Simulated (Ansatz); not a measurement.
## Ti on the 1x1 (111) surface of fcc Al, one in a 2x2 cell, started at the site 'top Al'

Calculation: PBE (plane waves to 420 eV, PAW; Ansatz, a first-principles code).

Model: 17-atom slab, 7.0 Å thick at the start under the adsorbate (thin: gaps and levels are the slab's own), 6x6x1 mesh, Fermi-Dirac 0.1 eV, dipole correction, 8 atoms held, the rest relaxed; start symmetry kept, larger cells not searched; spin-polarised, no spin-orbit, no U, no dispersion correction. The starting moment vanished. At the end it is bonded to 7 Al. In PBE it is, or lies within 0.03 eV of, the lowest of the starts that converged.

```yaml
energy of the end state, in which the adsorbate rearranged the host, against an atom of hcp Ti: 43.8 kcal/mol
work_function_of_the_top_face: 3.52 eV
change_of_the_work_function: -0.51 eV
change_of_the_step_from_the_bottom_to_the_top_vacuum_level_against_the_clean_slab: -0.41 eV
energy_released_by_relaxation: 1.57 eV
height of the binding atom over the mean of the host atoms within 0.3 Å of the top one: 0.755 Å
magnetic_moment_of_the_cell: 0.00 μB
largest_move_of_a_host_atom: 1.32 Å
caution: the host itself rearranges in this cell, so the energy holds part of a reconstruction
cost: about 7 core-minutes (a rough figure)
```

A negative adsorption energy means that the adsorbate is more stable on the surface than in its reference.
